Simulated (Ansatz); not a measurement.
**Amorphous Si₁₄B₁₄C₁₄N₂₈**

The cell was made by melting and quenching with the CHGNet potential and then relaxed with DFT. N atoms were pushed apart under 1.9 Å during the dynamics, to hinder bonds among them. The hot cell started wider than the set density and was brought back towards it in steps. It is the lowest in DFT energy of 2 quenches. It is a model cell: composition and starting density were chosen by hand, and all elements were melted together. No dispersion term was used.

Methods: PBE, scalar-relativistic without spin-orbit coupling (Ansatz, a program for electronic structure); r2SCAN, scalar-relativistic without spin-orbit coupling (Ansatz); HSE06, scalar-relativistic without spin-orbit coupling (Ansatz). Geometry, pressure, stress and energy are those of the PBE run. Its sampling: a 2×2×2 Γ-centred mesh; Fermi-Dirac width 0.02 eV; no spin polarisation. Other functionals are single points at the zone centre (r2SCAN at 500 eV; exact exchange cut at the cell's faces), free to take moments where seeds were set. At PBE the levels at the filled edge of the gap are localised (band-tail or defect states), and the nearest spread-out levels lie 1.1 eV apart at the zone centre.

Number of atoms in the cell: 70
Density (held, not predicted): 2.15 g/cm³
Volume per atom: 12.19 Å³
Pressure on a 2×2×2 Γ-centred mesh: -1.99 GPa
Largest force and stress component on that mesh (the relaxation ran on the zone centre alone): 0.17 eV/Å and 5.5 GPa
Level gap on a 2×2×2 Γ-centred mesh (PBE): 0.36 eV
Level gap at the zone centre (PBE): 0.41 eV
Level gap at the zone centre (r2SCAN): 0.53 eV
Level gap at the zone centre (HSE06): 1.09 eV

Neighbours within Si-Si 2.60 Å, Si-B 2.28 Å, Si-C 2.19 Å, Si-N 2.16 Å, B-B 1.97 Å, B-C 1.87 Å, B-N 1.76 Å, C-C 1.78 Å, C-N 1.68 Å, N-N 1.70 Å count as bonded. Two cations that share two anions don't count as bonded, nor two that share one unless they lie closer than Si-Si 2.38 Å, Si-B 2.09 Å, Si-C 2.00 Å, B-B 1.80 Å, B-C 1.71 Å, C-C 1.63 Å.

```
Item                                                    Value
-----------------------  ------------------------------------
Mean coordination of Si  3.79 (1 with 2, 1 with 3, 12 with 4)
Mean coordination of B             2.93 (1 with 2, 13 with 3)
Mean coordination of C    3.29 (1 with 2, 8 with 3, 5 with 4)
Mean coordination of N             2.86 (4 with 2, 24 with 3)
Mean Si-N bond           1.771 Å (spread 0.074 Å, 40 counted)
Mean B-N bond            1.472 Å (spread 0.040 Å, 31 counted)
```

Its density started from a set value of 2.15 g/cm³. The simulated quench (nominally 630 K/ps over its main leg) is rapid and tends to freeze in more defects than a deposited or slowly cooled glass has. One small periodic cell is one sample of the glass; other quenches scatter about these values. The volume was held where the preparation left it, at a PBE pressure of -2.0 GPa (tension). Stress components on the final sampling reach 5.5 GPa. On a 2×2×2 Γ-centred mesh force components of up to 0.17 eV/Å stay, since the relaxation ran on the zone centre alone.
